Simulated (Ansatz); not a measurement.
A computed series for HgSb2O6: pressure series

The parent structure is HgSb2O6 (space group P-31m, No. 162; a cell from a computed database, its experimental status unchecked).

```yaml
crystal:
  lattice:
    - [5.30884, 0.00000, 0.00000]
    - [-2.65442, 4.59759, 0.00000]
    - [0.00000, 0.00000, 4.89756]
  atoms:
    - { symbol: Hg, position: [0.00000, 0.00000, 0.00000] }
    - { symbol: Sb, position: [0.33333, 0.66667, 0.50000] }
    - { symbol: Sb, position: [0.66667, 0.33333, 0.50000] }
    - { symbol: O, position: [0.00000, 0.62966, 0.72337] }
    - { symbol: O, position: [0.00000, 0.37034, 0.27663] }
    - { symbol: O, position: [0.37034, 0.37034, 0.72337] }
    - { symbol: O, position: [0.62966, 0.62966, 0.27663] }
    - { symbol: O, position: [0.62966, 0.00000, 0.72337] }
    - { symbol: O, position: [0.37034, 0.00000, 0.27663] }
```

Cell and atoms are relaxed at each pressure.

The values are results of PBEsol (Ansatz, an electronic-structure program), no SOC, earlier PAW set, not measurements.

Notes on the quantities. enthalpy: H = E + PV relative to the base's energy.

```tsv
variant	lattice parameter a	enthalpy
base	5.309 Å	–
pressure 30 GPa	5.178 Å	+2.25 eV/atom
pressure 45 GPa	5.141 Å	+3.26 eV/atom
pressure 60 GPa	5.117 Å	+4.21 eV/atom
```

Load acts through the strain it causes; cell and atoms are relaxed under it. No phonon test of stability was made. No other phases were tried under pressure.
